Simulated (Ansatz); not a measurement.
O on the 1x1 (110) surface of bcc Ta, one in a 2x2 cell, energies for each (31.2 Å²). Energies are against ½ O2(g), without zero-point or thermal terms; each row is named by its start.

Computed with PBE (plane waves to 420 eV, PAW; Ansatz, an electronic-structure program).

**Question.** Which site binds most strongly?
(A) bridge Ta-Ta (span 3.3 Å)
(B) hollow Ta-Ta-Ta
(C) top Ta
(D) bridge Ta-Ta (span 2.9 Å)

**Answer.** B, hollow Ta-Ta-Ta. Adsorption energies: hollow Ta-Ta-Ta -4.86 eV; bridge Ta-Ta (span 3.3 Å) -4.61 eV; bridge Ta-Ta (span 2.9 Å) -4.28 eV; top Ta -2.75 eV.
